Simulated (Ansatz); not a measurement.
Start from Hf in the hcp (Mg type) structure (space group P6_3/mmc, No. 194; a = 3.204 Å, c = 5.073 Å; relaxed with 0.1 eV smearing).

Level of theory: Ansatz (an electronic-structure program), PBE, PAW, cutoff 420 eV, no spin-orbit coupling.

Before the change:

Pressure: 0.0 GPa

Perturbation: the cell is scaled by 0.9750 in all directions, atoms relaxed at fixed cell.

Question: How does this affect the energy relative to the base?

Answer: The energy goes up by 45 meV/atom.

Question: How does this affect the pressure?

Answer: The pressure (mean of the normal stresses, compression positive) goes from zero to 9.2 GPa.

The cells carry an imposed strain or load. Whether these cells are dynamically stable was not tested. The final runs are not spin-polarised.
